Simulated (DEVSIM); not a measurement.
System: abrupt Si n-p junction, at 300 K.

| layer (left to right) | material | thickness (μm) | Nd (cm⁻³) | Na (cm⁻³) | τn (s) | τp (s) |
|---|---|---|---|---|---|---|
| 1 | Si | 14.0 | 2.3e16 | - | 9.4e-7 | 9.4e-7 |
| 2 | Si | 82.0 | - | 4.3e16 | 9.4e-7 | 9.4e-7 |

Left contact: ohmic. Right contact: ohmic. Voltage is applied to the left contact. Recombination: SRH at mid-gap, radiative. Mobility is μmin + (μ − μmin)/(1 + (N/Nref)^α).

Constants are typed, rounded textbook-type inputs, not results; the design itself was drawn at random and stands for no fabricated device. Values at 300 K.

```csv
parameter,Si
gap (eV),1.124
affinity (eV),4.05
permittivity,11.7
Nc (cm⁻³),2.86e19
Nv (cm⁻³),3.1e19
μn (cm²/Vs),1417
μp (cm²/Vs),470
"μn,min",52
"μp,min",45
"Nref,n",9.7e16
"Nref,p",2.2e17
αn,0.68
αp,0.72
B (cm³/s),4.7e-15
```

Simulated with DEVSIM: 1D drift-diffusion, Boltzmann statistics, complete ionisation; no tunnelling, impact ionisation, image-force lowering or self-heating.

Task: Tabulate band edges, carrier densities and field at zero bias.

Result: Energies count from the Fermi level of the right contact; mesh points crowd at the junctions.

| x (μm) | Ec (eV) | Ev (eV) | n (cm⁻³) | p (cm⁻³) | field (V/cm) |
|---|---|---|---|---|---|
| 0.000 | 0.184 | -0.940 | 2.3e16 | 5100 | ≈ 0 |
| 0.05115 | 0.184 | -0.940 | 2.3e16 | 5100 | ≈ 0 |
| 0.2109 | 0.184 | -0.940 | 2.3e16 | 5100 | ≈ 0 |
| 0.7100 | 0.184 | -0.940 | 2.3e16 | 5100 | ≈ 0 |
| 3.420 | 0.184 | -0.940 | 2.3e16 | 5100 | ≈ 0 |
| 9.348 | 0.184 | -0.940 | 2.3e16 | 5100 | ≈ 0 |
| 12.53 | 0.184 | -0.940 | 2.3e16 | 5100 | ≈ 0 |
| 13.69 | 0.184 | -0.940 | 2.3e16 | 5100 | 30 |
| 13.92 | 0.324 | -0.800 | 1.0e14 | 1100000 | 29000 |
| 13.99 | 0.631 | -0.493 | 7.2e8 | 1.6e11 | 55000 |
| 14.03 | 0.823 | -0.301 | 430000 | 2.7e14 | 37000 |
| 14.22 | 0.954 | -0.170 | 2700 | 4.3e16 | ≈ 0 |
| 14.75 | 0.954 | -0.170 | 2700 | 4.3e16 | ≈ 0 |
| 16.39 | 0.954 | -0.170 | 2700 | 4.3e16 | ≈ 0 |
| 25.35 | 0.954 | -0.170 | 2700 | 4.3e16 | ≈ 0 |
| 49.62 | 0.954 | -0.170 | 2700 | 4.3e16 | ≈ 0 |
| 80.61 | 0.954 | -0.170 | 2700 | 4.3e16 | ≈ 0 |
| 91.11 | 0.954 | -0.170 | 2700 | 4.3e16 | ≈ 0 |
| 94.94 | 0.954 | -0.170 | 2700 | 4.3e16 | ≈ 0 |
| 95.68 | 0.954 | -0.170 | 2700 | 4.3e16 | ≈ 0 |
| 95.92 | 0.954 | -0.170 | 2700 | 4.3e16 | ≈ 0 |
| 96.00 | 0.954 | -0.170 | 2700 | 4.3e16 | ≈ 0 |
